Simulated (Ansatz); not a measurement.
Take a 16-atom supercell of SnO in the litharge type structure (space group P4/nmm, No. 129; a = 3.837 Å, c = 4.759 Å; layered, stacked along the Cartesian z axis) at its relaxed geometry as the base.

The values are results of PBE-D3(BJ)/PAW in Ansatz (a program for electronic structure), without spin-orbit coupling, not measurements.

For the base:

- Pressure: 0.0 GPa
- Mean distance from the defect site to its nearest host atoms: 2.24 Å

One thing is altered: one O atom is replaced by Sn, atoms relaxed at fixed cell, starting from a slightly rattled geometry.

Task: What happens to the pressure, largest displacement of a host atom from its site in the perfect cell and mean distance from the defect site to its nearest host atoms?

Result: The pressure goes from zero to 8.4 GPa; the largest displacement of a host atom from its site in the perfect cell is 0.51 Å; the mean distance from the defect site to its nearest host atoms increases by 0.43 Å to 2.67 Å.

In so small a cell the defect repeats every few ångströms: this is an ordered compound, not a dilute defect. The final runs are not spin-polarised. The defect cell is not spin-polarised.
